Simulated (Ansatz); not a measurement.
A relaxation of the atoms of LuAg4 (I4, 5 atoms in the cell) with Ansatz (a program for electronic structure).

Method of the run: LDA (PW92), default PAW files made with PBE (plane waves; Ansatz).

The change in words: one atom moved by 0.15 angstrom; relax: default → atoms; relax.f_tol: default → 0.2 eV/Å. Reference geometry:
```yaml
crystal:
  lattice:
    - [-3.31879, 3.31879, 2.07391]
    - [3.31879, -3.31879, 2.07391]
    - [3.31879, 3.31879, -2.07391]
  atoms:
    - { symbol: Lu, position: [0.00000, 0.00000, 0.00000] }
    - { symbol: Ag, position: [0.59819, 0.80284, 0.40103] }
    - { symbol: Ag, position: [0.40181, 0.19716, 0.59897] }
    - { symbol: Ag, position: [0.80284, 0.40181, 0.20465] }
    - { symbol: Ag, position: [0.19716, 0.59819, 0.79535] }
```

Reference input (self-consistent single point, DFT, LDA (PW92), plane waves, default PAW files made with PBE): basis.ecutwfc = 420 eV; kpoints.mp_grid.grid = 7 7 7; hamiltonian.xc = lda; hamiltonian.pseudopotentials = {kind: paw} (the program's default PAW files); scf.occupations.method = gaussian; scf.occupations.width = 0.1 eV. This run's input differs from it in these lines:

```diff
@@ -6,3 +6,3 @@
   atoms:
-    - { symbol: Lu, position: [0.000000, 0.000000, 0.000000] }
+    - { symbol: Lu, position: [0.036164, 0.036164, 0.000000] }
     - { symbol: Ag, position: [0.598190, 0.802840, 0.401030] }
@@ -20,2 +20,4 @@
   occupations: { method: gaussian, width: 0.1 }
+relax:
+  f_tol: 0.2
 output:
```

Log, with long lists cut:

```
   [... SCF lines of the steps left out ...]
relax step   1: F+E_penalty+E_count = -44326.71952181 eV  Δ(F+E_penalty+E_count) = +0.000e0 eV  max|allowed force component| = 1.016e0 eV/Å  Δτ_max = 0.0000 Å  (6 SCF iters, dr2 threshold 1.00e-4 eV, accepted)
relax step   2: F+E_penalty+E_count = -44326.76660361 eV  Δ(F+E_penalty+E_count) = -4.708e-2 eV  max|allowed force component| = 6.396e-1 eV/Å  Δτ_max = 0.1954 Å  (7 SCF iters, dr2 threshold 6.46e-5 eV, accepted)
relax step   3: F+E_penalty+E_count = -44326.79679464 eV  Δ(F+E_penalty+E_count) = -3.019e-2 eV  max|allowed force component| = 1.245e-2 eV/Å  Δτ_max = 0.0739 Å  (9 SCF iters, accepted)
the relaxation is at rest under the 4 symmetry operations that the run kept from its start: a minimum is not shown …
Free energy (F): -44326.796795 eV
Internal energy: -44326.787011 eV  (E = F + TS)
E sigma→0 (E₀):  -44326.791903 eV
Entropy (-TS):   -0.009784 eV (-1.957 meV/atom)
Fermi energy:    17.348351 eV
--- Forces (eV/Å), atoms counted from 1 ---
  atom   1  Lu    -0.00000000     0.00000000     0.01244252
  atom   2  Ag     0.00213299     0.00910365    -0.00311601
  atom   3  Ag    -0.00213299    -0.00910365    -0.00311601
  atom   4  Ag    -0.00910365     0.00213299    -0.00311601
  atom   5  Ag     0.00910365    -0.00213299    -0.00311601
--- Stress (GPa, compression-positive) ---
   [... lines left out ...]
    - { symbol: Ag, position: [0.603623320304016, 0.8108390303299319, 0.3998186197674575] }
    - { symbol: Ag, position: [0.41102041056247446, 0.20380470053655844, 0.6001813802325426] }
    - { symbol: Ag, position: [0.8108390303299318, 0.4110204105624744, 0.2072157100259159] }
    - { symbol: Ag, position: [0.20380470053655844, 0.6036233203040159, 0.7927842899740841] }
```

The run converged. 

Summary of the result:
* **Free energy E − TS (on the zero of these files)**: -44326.7968 eV
* **Fermi level (on the code's own zero)**: 17.35 eV
* **Pressure**: -5.65 GPa
* **Largest force (vector length)**: 0.012 eV/Å
* **Relaxation steps**: 3

The starting cell comes from a database of computed structures (which also holds hypothetical and non-ambient phases and stackings), without a prior relaxation at this level. Its lattice was rescaled by up to half a per cent. For this run, on top of that: one atom moved by 0.15 angstrom. The relaxation keeps the symmetry of its start, so its end need not be a minimum. Ansatz's pressure includes its estimate of the finite-basis (Pulay) stress.

Cost on one core of a shared machine: roughly 2 min.

Keys are those of Ansatz 0.2.
